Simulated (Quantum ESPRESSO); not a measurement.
Band structure of Ti3Sn (P6_3/mmc, 8 atoms in the cell).

```
Ti3Sn
1.0
    5.91218     0.00000     0.00000
   -2.95609     5.12010     0.00000
    0.00000     0.00000     4.75622
Ti Sn
6 2
Cartesian
  0.00000   1.68200   3.56717
  2.95609   3.43809   1.18905
  4.45552   0.84100   1.18905
 -1.49943   4.27910   3.56717
  1.49943   4.27910   3.56717
  1.45666   0.84100   1.18905
  2.95609   1.70670   3.56717
  0.00000   3.41340   1.18905
```

Method of the run: PBEsol, PseudoDojo standard norm-conserving (PBESOL) pseudopotentials (plane waves; Quantum ESPRESSO 7.5).

Settings: ecutwfc = 85 Ry; occupations = smearing; smearing = gaussian; degauss = 0.0147 Ry; potentials = {Ti: Ti.upf, Sn: Sn.upf}; K_POINTS = automatic 3 3 3 0 0 0; conv_thr = 1e-10 Ry; mixing_beta = 0.7.

The starting cell comes from a database of computed structures (which also holds hypothetical and non-ambient phases and stackings), without a prior relaxation at this level. Spin polarisation is off.

Levels in eV from the Fermi level, bands 47 to 54:
```csv
point,47,48,49,50,51,52,53,54
Γ,-0.94,-0.94,-0.93,-0.49,0.41,0.46,0.46,0.49
M,-0.64,-0.60,-0.52,0.33,0.35,0.36,0.43,0.66
K,-0.71,-0.22,-0.22,0.06,0.33,0.33,0.56,0.59
A,-1.02,-1.02,-0.39,-0.39,-0.12,-0.12,-0.12,-0.12
L,-0.53,-0.53,-0.25,-0.25,0.07,0.07,0.38,0.38
H,-0.54,-0.54,-0.29,-0.29,0.35,0.35,0.55,0.55
```

Bands cross the Fermi level along this path, so the cell is metallic at this level.
